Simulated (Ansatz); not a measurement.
The starting structures come from a database of crystals and need not be the phases stable at ambient conditions.

By PBEsol, the system below comes out a metal.

Without scattering a metal conducts by its projected Fermi surface.

Data:

```yaml
crystal:
  lattice:
    - [5.47620, 0.00000, 0.00000]
    - [-2.73810, 4.74253, 0.00000]
    - [0.00000, 0.00000, 3.15612]
  atoms:
    - { symbol: La, position: [0.00000, 0.00000, 0.00000] }
    - { symbol: B, position: [0.33333, 0.66667, 0.00000] }
    - { symbol: B, position: [0.66667, 0.33333, 0.00000] }
    - { symbol: Rh, position: [0.00000, 0.50000, 0.50000] }
    - { symbol: Rh, position: [0.50000, 0.00000, 0.50000] }
    - { symbol: Rh, position: [0.50000, 0.50000, 0.50000] }
```

Space group of this cell: P6/mmm. The cell is taken as given; by PBEsol its mean pressure is -4.7 GPa.

The current flows along the normal of the first two printed cell vectors, the (001) plane of the conventional cell. No spin-orbit coupling; the value is a mean over 0.1 eV about the Fermi level.

### Question
Compute, with Ansatz (a quantum-chemistry and plane-wave program) with PBEsol, the ballistic conductance per area.

### Answer
1.1 × 10¹⁵ S/m² for both spins.
